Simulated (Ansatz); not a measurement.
System: N-vacancy pair (N on one host C site, one C site vacant) in 2H silicon carbide (charge state +1). The step: a nearby C atom hops onto the vacant site (N-vacancy distance between ideal sites 3.09 Å throughout); the atom moves 2.89 Å along (-0.94, -0.94, 0.00) of the unit cell; the moving atom starts with neighbours Si at 1.87, Si at 1.93, Si at 1.95, Si at 1.98 Å and ends with Si at 1.87, Si at 1.93, Si at 1.95, Si at 1.98 Å. DFT values are from Ansatz (plane-wave PAW, 420 eV unless said) in a cell of 72 host sites, spin-restricted, static, with no finite-size correction. The host's phase is taken as given; its stability against other phases was not computed. The charge state is imposed; whether it is stable for some Fermi level was not computed. Forms of the defect that were not tried may lie lower. The order of the sites in energy changes with the mesh. For the PBE band: the saddle point's order was not checked.

```tsv
Level	Forward barrier (eV)	Cost of the band or of the saddle's single point
CHGNet universal potential (has no charge state), its own band	2.34	-
PBE, the Γ point alone, band relaxed	2.07	about 8 core-minutes (a rough figure)
PBE, a 2×2×2 k-point mesh shifted by half a step along c, same geometries	2.53	roughly 28 core-seconds
r2SCAN at 500 eV, the Γ point alone, same geometries	…	very roughly 19 core-seconds
```

### Question
Complete the blanks.

### Answer

- r2SCAN at 500 eV, the Γ point alone, same geometries, Forward barrier (eV): 2.27

Ansatz is a quantum-chemistry and plane-wave program.
